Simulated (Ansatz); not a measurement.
B2O3 (P3₁21, No. 152): dielectric constant ε0 (ions relaxed) by level of theory

No measured value is used here.

```tsv
level (code)	value	cell (Å³/atom)
LDA (Ansatz)	6.22	8.56
PBEsol (Ansatz)	(withheld)	9.15
r²SCAN (Ansatz)	4.89	9.14
```

Problem. Fill in the missing entries.

Solution. 
- PBEsol (Ansatz, a first-principles code), value: 5.48

For crystals that are not cubic the mean over three axes is given.  Each level is taken at its own relaxed cell. Cutoffs and k meshes differ between the levels. Ansatz's density-functional and Hartree–Fock values are scalar-relativistic unless marked +SOC, with PAW data made under PBE.
